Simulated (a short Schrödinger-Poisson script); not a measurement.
Stack: symmetric double-gate stack, Al2O3 on p-type Si(100), at 300 K.

```
layer  material  thickness (nm)  Na (cm⁻³)
-----  --------  --------------  ---------
1         Al2O3             3.6          -
2            Si              20       2e16
3         Al2O3             3.6          -
```

Constants are typed, rounded textbook-type inputs, not results; the design itself was drawn at random and stands for no fabricated device. Al2O3: permittivity 9, conduction-band edge (eV) 2.7, gap (eV) 6.8, electron mass (mₑ) 0.3. Si: permittivity 11.7, conduction-band edge (eV) 0, gap (eV) 1.124, Nv at 300 K (cm⁻³) 3.1e19.

Channel valleys (confinement mass, in-plane density-of-states mass, number): Δ2 0.916, 0.19, 2; Δ4 0.19, 0.417, 4. At the gates, both at one voltage, the conduction-band edge of layer 1 lies 2.93 eV − eVg above the Fermi level of the channel. Gaps are held at their typed values at every temperature. Mesh 0.03 nm at interfaces.

From a short Schrödinger-Poisson script (our own, NumPy): 1D Poisson equation in equilibrium, electrons classical, Fermi-Dirac, parabolic valleys, classical holes, full ionisation, no traps, pinning or gate leakage.

The same stack at other levels of the model or other numerical settings:

```json
[
 {"run": "base", "sheet density of all electrons at Vg = 0.95 V (cm⁻²)": "1.75e13", "sheet density of all electrons at Vg = 0.35 V (cm⁻²)": "3.82e12", "capacitance of both gates at Vg = 0.95 V (μF/cm²)": "3.86", "gate voltage at 1e11 electrons/cm² (V)": "0.08", "rough cost against the base": "about 1"},
 {"run": "electrons treated as classical, Boltzmann", "sheet density of all electrons at Vg = 0.95 V (cm⁻²)": "…", "sheet density of all electrons at Vg = 0.35 V (cm⁻²)": "3.86e12", "capacitance of both gates at Vg = 0.95 V (μF/cm²)": "4.09", "gate voltage at 1e11 electrons/cm² (V)": "0.08", "rough cost against the base": "0.3"},
 {"run": "electrons treated as quantum, Hartree", "sheet density of all electrons at Vg = 0.95 V (cm⁻²)": "…", "sheet density of all electrons at Vg = 0.35 V (cm⁻²)": "3.15e12", "capacitance of both gates at Vg = 0.95 V (μF/cm²)": "…", "gate voltage at 1e11 electrons/cm² (V)": "0.08", "rough cost against the base": "20"},
 {"run": "mesh six times as coarse", "sheet density of all electrons at Vg = 0.95 V (cm⁻²)": "1.73e13", "sheet density of all electrons at Vg = 0.35 V (cm⁻²)": "3.78e12", "capacitance of both gates at Vg = 0.95 V (μF/cm²)": "3.80", "gate voltage at 1e11 electrons/cm² (V)": "0.08", "rough cost against the base": "0.5"}
]
```

Q: Complete the blanks.

A: 
- electrons treated as quantum, Hartree, capacitance of both gates at Vg = 0.95 V (μF/cm²): 3.45
- electrons treated as classical, Boltzmann, sheet density of all electrons at Vg = 0.95 V (cm⁻²): 1.82e13
- electrons treated as quantum, Hartree, sheet density of all electrons at Vg = 0.95 V (cm⁻²): 1.50e13

The classical rows ignore confinement, and Boltzmann statistics overrate the density once the band edge passes the Fermi level.
